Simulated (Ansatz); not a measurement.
The starting structures come from a database of crystals and need not be the phases stable at ambient conditions.

Tunnelling through a barrier is set by its complex band structure: the current falls as exp(−2κd) with the smallest κ.

```xyz
14
Lattice="6.9005 0.0000 0.0000 2.9390 6.9416 0.0000 2.6966 -1.1417 5.3517" Properties=species:S:1:pos:R:3 pbc="T T T"
K      3.6862     4.7624     2.6357
K      8.8500     1.0375     2.7161
K      5.1606     0.7795     4.5201
K      7.3756     5.0203     0.8317
W      6.9190     4.4207     4.4108
W      5.6172     1.3792     0.9409
O      6.3502     5.7114     3.3099
O      6.1860     0.0884     2.0418
O      7.5929    -0.5073     4.8340
O      4.9433     6.3071     0.5177
O      6.9991     2.4171     0.4660
O      5.5371     3.3828     4.8857
O      8.2057     3.4994     3.5660
O      4.3305     2.3005     1.7858
```

Space group of this cell: C2/m. The cell is taken as given; by r2SCAN its mean pressure is -1.4 GPa.

Transport runs along the normal of the first two printed cell vectors.

The gap is the functional's own. No spin-orbit coupling. Mid-gap values are interpolated on the energy grid.

### Question
Compute, with Ansatz (an electronic-structure program) with r2SCAN, the band gap and the smallest decay constant κ at mid-gap.

### Answer
Gap 5.21 eV on a 6×6×6 mesh; κ = 0.519 1/Å, at the zone centre.
